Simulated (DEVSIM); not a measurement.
Device: abrupt CdTe p-n junction, at 300 K.

Layer 1 from the left is CdTe, thickness (μm) 22.0, Na (cm⁻³) 1.3e16, τn (s) 1.2e-8, τp (s) 1.2e-8. Layer 2 from the left is CdTe, thickness (μm) 22.0, Nd (cm⁻³) 7.8e16, τn (s) 1.2e-8, τp (s) 1.2e-8.

Left contact: ohmic. Right contact: ohmic. Voltage is applied to the left contact. Recombination: SRH at mid-gap, Auger. Mobility is μmin + (μ − μmin)/(1 + (N/Nref)^α).

Constants are typed, rounded textbook-type inputs, not results; the design itself was drawn at random and stands for no fabricated device. Values at 300 K.

CdTe: gap (eV) 1.5, affinity (eV) 4.28, permittivity 10.2, Nc (cm⁻³) 8e17, Nv (cm⁻³) 1.8e19, μn (cm²/Vs) 1000, μp (cm²/Vs) 80, μn,min 100, μp,min 10, Nref,n 1e17, Nref,p 1e17, αn 0.6, αp 0.6, Cn (cm⁶/s) 1e-30, Cp (cm⁶/s) 1e-30.

Simulated with DEVSIM: 1D drift-diffusion, Boltzmann statistics, complete ionisation; no tunnelling, impact ionisation, image-force lowering or self-heating.

Question: What does the simulation give for the largest field in the device at zero bias, the potential step across the device at zero bias, the dark forward voltage at 100 A/cm²?

Answer: largest field in the device at zero bias 69000 V/cm; potential step across the device at zero bias 1.253 V; dark forward voltage at 100 A/cm² 1.791 V.
